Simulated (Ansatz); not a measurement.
Consider this model of amorphous Hf₁₈O₃₅F₂.

```
CELL_PARAMETERS angstrom
      8.91160    -0.44448     0.07699
     -0.44448     8.76086     0.05239
      0.07699     0.05239     9.15469
ATOMIC_POSITIONS crystal
  Hf 0.15924 0.61776 0.53154
  Hf 0.99185 0.10606 0.04031
  Hf 0.25946 0.23502 0.72937
  Hf 0.43920 0.85626 0.70609
  Hf 0.43487 0.34666 0.35542
  Hf 0.92312 0.51835 0.02929
  Hf 0.70532 0.03629 0.38793
  Hf 0.34827 0.09340 0.10734
  Hf 0.45031 0.74017 0.35631
  Hf 0.92859 0.29839 0.63198
  Hf 0.10401 0.00153 0.40227
  Hf 0.13623 0.80517 0.91978
  Hf 0.57134 0.85328 0.02420
  Hf 0.84739 0.86387 0.71088
  Hf 0.54813 0.51356 0.66259
  Hf 0.80749 0.64367 0.40323
  Hf 0.66055 0.26756 0.88456
  Hf 0.37417 0.51142 0.00343
  O  0.16598 0.58435 0.00012
  O  0.48471 0.65577 0.13957
  O  0.19788 0.76751 0.71551
  O  0.47089 0.93469 0.21368
  O  0.00496 0.97508 0.84878
  O  0.91925 0.68989 0.87871
  O  0.36349 0.05689 0.70808
  O  0.49707 0.65620 0.85116
  O  0.90808 0.62359 0.20837
  O  0.13431 0.95239 0.11357
  O  0.20029 0.20183 0.95560
  O  0.72618 0.67583 0.62837
  O  0.88949 0.24623 0.86826
  O  0.12379 0.42445 0.69636
  O  0.70740 0.44077 0.00794
  O  0.59259 0.53173 0.41263
  O  0.23649 0.81754 0.40402
  O  0.28647 0.53117 0.36177
  O  0.69667 0.81093 0.31354
  O  0.27941 0.14434 0.31890
  O  0.95106 0.48206 0.48760
  O  0.55904 0.10182 0.00627
  O  0.53497 0.91646 0.50841
  O  0.81789 0.06906 0.57984
  O  0.10030 0.14965 0.57429
  O  0.96834 0.80519 0.51062
  O  0.39727 0.34134 0.57227
  O  0.65254 0.91557 0.80613
  O  0.39811 0.65593 0.58170
  O  0.36170 0.88526 0.94618
  O  0.70945 0.35391 0.67575
  O  0.45253 0.36629 0.83871
  O  0.61389 0.22262 0.34320
  O  0.93015 0.06832 0.28497
  O  0.40626 0.33248 0.13214
  F  0.79388 0.94834 0.05763
  F  0.99133 0.32274 0.13277
```

Methods: PBE, scalar-relativistic without spin-orbit coupling (Ansatz, a quantum-chemistry and plane-wave program); r2SCAN, scalar-relativistic without spin-orbit coupling (Ansatz); HSE06, scalar-relativistic without spin-orbit coupling (Ansatz). Neutral PBE cell, which sets geometry, pressure and energy: sampling: a 2×2×2 Γ-centred mesh; Fermi-Dirac width 0.02 eV; no spin polarisation. Exact exchange is cut at the faces of this 9 Å cell, which leaves hybrid gaps a finite-size error.

Preparation: random packing, a CHGNet melt and quench, and a DFT relaxation. O and F atoms were pushed apart under 1.9 Å during the dynamics, to hinder bonds among them. The hot cell started wider than the set density and was brought back towards it in steps. It is the lowest in DFT energy of 2 quenches. It is a model cell: composition and starting density were chosen by hand, and all elements were melted together. No dispersion term was used. Its density started from a set value of 8.88 and ended at 8.88 g/cm³. Cooling (nominally 300 K/ps over its main leg) ran many orders faster than in experiment, which tends to leave more defects and strain. A cell of this size samples the disorder only roughly. The volume was held where the preparation left it and the shape relaxed.

**Question.** Give the pressure and the spacing of the highest filled and lowest empty levels.

**Answer.** 
```yaml
Pressure on a 2×2×2 Γ-centred mesh: 1.47 GPa
Largest force and stress component on that mesh (the relaxation ran on the zone centre alone): 0.12 eV/Å and 1.6 GPa
Level gap on a 2×2×2 Γ-centred mesh (PBE): 3.88 eV
Level gap at the zone centre (PBE): 3.94 eV
Level gap at the zone centre (r2SCAN): 4.39 eV
Level gap at the zone centre (HSE06): 5.50 eV
Distance between the nearest levels spread over more than a fifth of the atoms or a third of the atoms of their main element (six at least) (PBE, zone centre): 4.25 eV
```

**Question.** At PBE and the zone centre, how localised are the states just below and above the Fermi level (participation number: the atoms over which a state spreads)?

**Answer.** The highest filled state is spread over 8.5 atoms' worth, largest on O41, with weights by element (charge in smoothed Voronoi cells) O 0.96, Hf 0.04, F 0.00. The lowest empty state is spread over 16.6 atoms' worth, largest on Hf2, with weights by element (charge in smoothed Voronoi cells) Hf 0.57, O 0.38, F 0.06.

At PBE the levels at the filled edge of the gap are localised (band-tail or defect states), and the nearest spread-out levels lie 4.2 eV apart at the zone centre.

Neighbours within Hf-Hf 3.34 Å, Hf-O 2.56 Å, Hf-F 2.55 Å, O-O 1.58 Å, O-F 1.48 Å, F-F 1.37 Å count as bonded. Two cations that share two anions don't count as bonded, nor two that share one unless they lie closer than Hf-Hf 3.25 Å.

Added carriers, by PBE, scalar-relativistic without spin-orbit coupling in Ansatz on the zone centre alone. Charged cells keep the cell fixed and stand in a uniform background, with no image correction, at a width of 0.01 eV; where the count is odd the moment is locked at 1 μB, unless the neutral cell bore moments. Each starts from the undistorted neutral geometry alone. PBE's self-interaction favours spread-out carriers, so it can miss traps that a hybrid finds.

**Question.** What happens at PBE when the cell takes an extra electron and the atoms relax?

**Answer.** Relaxation lowers the charged cell by 0.41 eV. The largest moves are O31 0.28 Å, F54 0.23 Å, Hf17 0.17 Å, F55 0.16 Å. The level that holds the added charge spreads over 7.3 atoms' worth, most on Hf2 (weight 0.27): a partly localised carrier. No bond crosses its cut-off with a change of over 0.15 Å (metal-metal contacts aside). Made neutral again at that geometry, the cell lies +0.84 eV from the neutral start.

**Question.** What happens at PBE when the cell takes a hole and the atoms relax?

**Answer.** Relaxation lowers the charged cell by 0.24 eV. The largest moves are O37 0.23 Å, O25 0.18 Å, O27 0.13 Å, Hf7 0.11 Å. The level that was emptied spreads over 4.3 atoms' worth, most on O41 (weight 0.38): a localised (trapped) carrier, which neighbours of that atom can share. No bond crosses its cut-off with a change of over 0.15 Å (metal-metal contacts aside). Made neutral again at that geometry, the cell lies +0.61 eV from the neutral start.
